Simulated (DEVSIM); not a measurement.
System: abrupt In0.53Ga0.47As p-n junction, at 300 K.

```csv
layer (left to right),material,thickness (μm),Nd (cm⁻³),Na (cm⁻³),τn (s),τp (s)
1,In0.53Ga0.47As,0.810,-,2.8e16,3e-8,3e-8
2,In0.53Ga0.47As,230,1.4e14,-,3e-8,3e-8
```

Left contact: ohmic. Right contact: ohmic. Voltage is applied to the left contact. Recombination: SRH at mid-gap, radiative, Auger. Mobility is μmin + (μ − μmin)/(1 + (N/Nref)^α).

The device is made up for the run: typed textbook-type constants, with dimensions and the other settings drawn at random. Values at 300 K.

| parameter | In0.53Ga0.47As |
|---|---|
| gap (eV) | 0.74 |
| affinity (eV) | 4.51 |
| permittivity | 13.9 |
| Nc (cm⁻³) | 2.1e17 |
| Nv (cm⁻³) | 7.7e18 |
| μn (cm²/Vs) | 12000 |
| μp (cm²/Vs) | 300 |
| μn,min | 300 |
| μp,min | 10 |
| Nref,n | 1.3e17 |
| Nref,p | 4.9e17 |
| αn | 0.48 |
| αp | 0.4 |
| B (cm³/s) | 9.6e-11 |
| Cn (cm⁶/s) | 5e-29 |
| Cp (cm⁶/s) | 5e-29 |

Model (solved in DEVSIM): 1D drift-diffusion, Boltzmann statistics, complete ionisation; no tunnelling, impact ionisation, image-force lowering or self-heating.

The minority lifetime in layer 2 was swept, all else fixed.

```json
[
 {"minority lifetime in layer 2 (s)": "9e-10", "dark forward voltage at 1 A/cm² (V)": "0.367"},
 {"minority lifetime in layer 2 (s)": "3e-9", "dark forward voltage at 1 A/cm² (V)": "0.369"},
 {"minority lifetime in layer 2 (s)": "9e-9", "dark forward voltage at 1 A/cm² (V)": "0.372"},
 {"minority lifetime in layer 2 (s)": "3e-8", "dark forward voltage at 1 A/cm² (V)": "0.376"},
 {"minority lifetime in layer 2 (s)": "9e-8", "dark forward voltage at 1 A/cm² (V)": "0.379"},
 {"minority lifetime in layer 2 (s)": "3e-7", "dark forward voltage at 1 A/cm² (V)": "0.379"},
 {"minority lifetime in layer 2 (s)": "9e-7", "dark forward voltage at 1 A/cm² (V)": "0.376"}
]
```

From the first row to the last the dark forward voltage at 1 A/cm² goes from 0.367 to 0.376.
